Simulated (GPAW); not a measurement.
Band structure of BaTe (Fm-3m, 2 atoms in the cell).

```yaml
crystal:
  lattice:
    - [0.00000, 3.46658, 3.46658]
    - [3.46658, 0.00000, 3.46658]
    - [3.46658, 3.46658, 0.00000]
  atoms:
    - { symbol: Ba, position: [0.00000, 0.00000, 0.00000] }
    - { symbol: Te, position: [0.50000, 0.50000, 0.50000] }
```

Level of theory: PBE, GPAW PAW datasets PBE (gpaw-data 1.0.1) (plane waves; GPAW).

Settings: mode = pw; ecut = 600 eV; xc = PBE; kpts = 6 6 6; mesh shift (steps) = 0 0 0; occupations.name = fermi-dirac; occupations.width = 0.05 eV; nbands = -8; convergence.density = 1e-05 e/electron; convergence.bands = -6; symmetry.symmorphic = false; symmetry.tolerance = 0.0005; maxiter = 150; bandpath_npoints = 40.

The starting cell comes from a database of computed structures (which also holds hypothetical and non-ambient phases and stackings), without a prior relaxation at this level. Its lattice was rescaled by a random factor within 2.5 % of one. Spin-orbit coupling is off.

Predict the gap along the standard path and the places of the band edges.

The gap along the path is 1.48 eV, from Γ to X; the smallest direct gap on it is 1.85 eV.

Levels in eV from the top of the valence band on the SCF mesh, bands 5 to 12:
```
point      5      6      7      8     9    10    11    12
-----  -----  -----  -----  -----  ----  ----  ----  ----
Γ      -9.57   0.00   0.00   0.00  2.93  2.93  2.93  3.05
X      -9.35  -1.13  -0.38  -0.38  1.48  4.50  4.80  5.75
W      -9.12  -1.32  -0.95  -0.95  3.54  3.54  4.94  5.27
K      -9.13  -1.29  -1.06  -0.79  2.57  5.09  5.26  5.32
L      -8.75  -2.30  -1.17  -1.17  4.24  4.85  4.97  4.97
U      -9.13  -1.29  -1.06  -0.79  2.57  5.09  5.26  5.32
```
